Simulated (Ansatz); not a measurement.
## Input and output of a self-consistent single point for GaN (P4_2/mmc, 4 atoms in the cell) (Ansatz)

Method: PBE (plane waves, PAW; Ansatz, a program for electronic structure).

Input as run:

Ansatz 0.2 input:
```yaml
crystal:
  lattice:
    - [2.946997, 0.000000, 0.000000]
    - [0.000000, 2.946997, 0.000000]
    - [0.000000, 0.000000, 5.189093]
  atoms:
    - { symbol: Ga, position_ang: [0.000000, 1.473499, 0.000000] }
    - { symbol: Ga, position_ang: [1.473499, 0.000000, 2.594546] }
    - { symbol: N, position_ang: [0.000000, 0.000000, 1.297273] }
    - { symbol: N, position_ang: [0.000000, 0.000000, 3.891820] }
basis:
  ecutwfc: 420.0
kpoints:
  mp_grid:
    grid: [11, 11, 7]
hamiltonian:
  xc: pbe
  pseudopotentials:
    kind: paw
scf:
  occupations:
    method: cold
    width: 0.136
output:
  forces: true
  eigenvalues: true
  stress: true
```

The program printed (abridged):

```
WARN the atoms were moved onto the symmetric positions of the space group found under crystal.symmetry.tolerance 1.0e-5 (fractional …
WARN ansatz: RAYON_NUM_THREADS=1 ignored (pool sized by the plan → 1); use --threads N
Pseudopotentials: kind: paw
Pseudopotential: Ga, paw, valence charge 13
Pseudopotential: N, paw, valence charge 5
Crystal: 4 atoms, lattice volume = 45.066 Å³
Basis set: ecut = 420 eV, 845 PW (Γ), exchange–correlation on 40×40×72 points (8 copies of the dense FFT grid, shifted against one another)
Bands: 22, of which v1, the nominal top of the filled ones, is band 18 counted from 1 (17 counted from 0)
Symmetry: 16 space group operations
Space group: P42/mmc (ITA 131), of the structure as read, at distance tolerance 3.6e-5 Å
k-points: 84 of 847
Initial density: superposition of atomic densities (neutral atoms: chi_scale 0, normalization atom), corrected by the library's trained network
Initial wavefunctions: pseudopotential atomic-orbital guess
Eigensolver: davidson
Functional: x = pbe(κ = 0.804, μ = 0.2195149727645171), c = pbe(β = 0.06672455060314922)
SCF iter   1: F=—  HF=-8332.442871 eV  |F-HF|=—  |Δ(HF+E_count)|=         —  Δρ=1.44e-2  dr2=7.95e-2  ethr=1.77e-3  ⟨swp⟩=4.9  Hψ=7303  notcnv=0
all-band conjugate gradients solve this SCF's bands
preconditioner: auto → Kerker (q_TF=auto, 2.628 Å⁻¹)
SCF iter   2: F=—  HF=-8332.425723 eV  |F-HF|=—  |Δ(HF+E_count)|=   1.71e-2  S|Δr|=    0.00e0  Δρ=6.37e-3  dr2=1.00e-2  ethr=2.21e-4  ⟨swp⟩=1.4  Hψ=2570  notcnv=0
SCF iter   3: F=—  HF=-8332.423609 eV  |F-HF|=—  |Δ(HF+E_count)|=   2.11e-3  S|Δr|=    0.00e0  Δρ=2.27e-3  dr2=1.99e-3  ethr=2.78e-5  ⟨swp⟩=1.0  Hψ=1848  notcnv=0
SCF iter   4: F=—  HF=-8332.423307 eV  |F-HF|=—  |Δ(HF+E_count)|=   3.02e-4  S|Δr|=    0.00e0  Δρ=6.80e-4  dr2=1.68e-4  ethr=5.54e-6  ⟨swp⟩=2.8  Hψ=3562  notcnv=0
SCF iter   5: F=—  HF=-8332.423259 eV  |F-HF|=—  |Δ(HF+E_count)|=   4.77e-5  S|Δr|=    0.00e0  Δρ=4.20e-4  dr2=5.51e-5  ethr=4.66e-7  ⟨swp⟩=2.0  Hψ=2861  notcnv=0
SCF iter   6: F=—  HF=-8332.423205 eV  |F-HF|=—  |Δ(HF+E_count)|=   5.35e-5  S|Δr|=    0.00e0  Δρ=8.22e-5  dr2=3.03e-6  ethr=1.53e-7  ⟨swp⟩=2.6  Hψ=3383  notcnv=0
SCF iter   7: F=-8332.423206 eV  HF=-8332.423206 eV  |F-HF|=2.22e-8  |Δ(HF+E_count)|=   9.54e-7  S|Δr|=    0.00e0  Δρ=1.33e-5  dr2=6.46e-8  ethr=2.78e-10  ⟨swp⟩=3.1  Hψ=8535  notcnv=0
SCF 1 converged in 7 iterations: F = -8332.423206 eV  dr2 = 6.46e-8
SCF converged after 7 iterations
Stability not checked (fill_not_monotonic)
Free energy (F): -8332.423206 eV
Harris-Foulkes:  -8332.423206 eV  (|F-HF|=2.22e-8)
Internal energy: -8332.424943 eV  (E = F + TS)
E sigma→0 (E₀):  -8332.423785 eV
Entropy (-TS):   0.001736 eV (0.434 meV/atom)
Fermi energy:    10.971281 eV
--- Per-component energies (eV) ---
  E_band       = -2.164309
  E_kinetic    = 495.817718
  E_local      = -3858.893614  (includes V_loc(G=0)·N_el)
  E_nonlocal   = 948.940644
  E_hartree    = 1776.282733
  E_xc         = -258.110468
  E_vxc        = -268.876111  (∫ρ·V_xc dr)
  E_paw        = -4238.809055  (= ΣΔE_a)
  E_vpaw       = -871.714157  (= ΣTr[D̂ρ^β])
  E_aug_tail   = -0.000062  (compensation charges beyond the density's cutoff)
  E_ewald      = -3197.652839
  E_smearing   = 0.001736  (= −TS)
  E_closure    = -0.000000  (closes the sum)
  Σ components = -8332.423206   (vs F -8332.423206, Δ=0.00e0)
--- Forces (eV/Å), atoms counted from 1 ---
  atom   1  Ga     0.00000000     0.00000000    -0.00000000
   [... zero for the other atoms too ...]
  max |Σ_I F_I| component: 1.04e-28 eV/Å
--- Stress (GPa, compression-positive) ---
       14.855285       0.000000       0.000000
        0.000000      14.855285      -0.000000
        0.000000      -0.000000      17.829651
  P = ⅓ Tr σ = 15.8467 GPa (158.467 kbar)
  The stress holds the Pulay correction. Without it, at fixed plane waves, as pw.x and ABINIT print it: P = 15.3588 GPa
--- Band table (eV; the first three rows and the last of 84) ---
  k-point 0: bands = ["-6.5108", "-4.0352", "-3.6833", "-3.6833", "-3.6263", "-3.5785", "-3.5294", "-3.5034", "-3.4662", "-3.4662", "-3.4519", "-3.4393", "2.2255", "8.3426", "8.3426", "9.8590", "10.5378", "10.7481", "10.7481", "15.7824", "16.1706", "20.0834"]
  k-point 1: bands = ["-6.4274", "-4.2395", "-3.6732", "-3.6732", "-3.6389", "-3.5797", "-3.5282", "-3.5047", "-3.4776", "-3.4776", "-3.4391", "-3.4270", "2.5678", "8.4252", "8.4252", "8.9798", "10.6098", "10.6098", "11.1681", "14.9445", "17.0806", "20.2288"]
  k-point 2: bands = ["-6.1817", "-4.7227", "-3.6446", "-3.6446", "-3.6353", "-3.5855", "-3.5246", "-3.5091", "-3.5091", "-3.5083", "-3.4363", "-3.4115", "3.4747", "7.6296", "8.6549", "8.6549", "10.2602", "10.2602", "11.8803", "14.0465", "18.1457", "20.6394"]
  k-point 83: bands = ["-4.9413", "-4.7333", "-3.7790", "-3.7783", "-3.6823", "-3.6687", "-3.6635", "-3.6323", "-3.2654", "-3.2649", "-1.7910", "-1.0440", "4.9406", "4.9708", "6.3721", "6.3846", "7.6020", "8.9660", "10.6092", "11.3356", "17.4508", "17.4580"]
```

The run converged in 7 iterations.

The starting cell was generated: these elements placed on a structure prototype, without a prior relaxation; it need not be a known phase or ordering of this composition. With a pressure of about 16 GPa the cell is away from its equilibrium volume at this level. Ansatz's pressure includes its estimate of the finite-basis (Pulay) stress. The run gives no clean gap (levels at the Fermi energy touch, overlap or are partly filled at this smearing), which alone does not show that the compound is a metal.
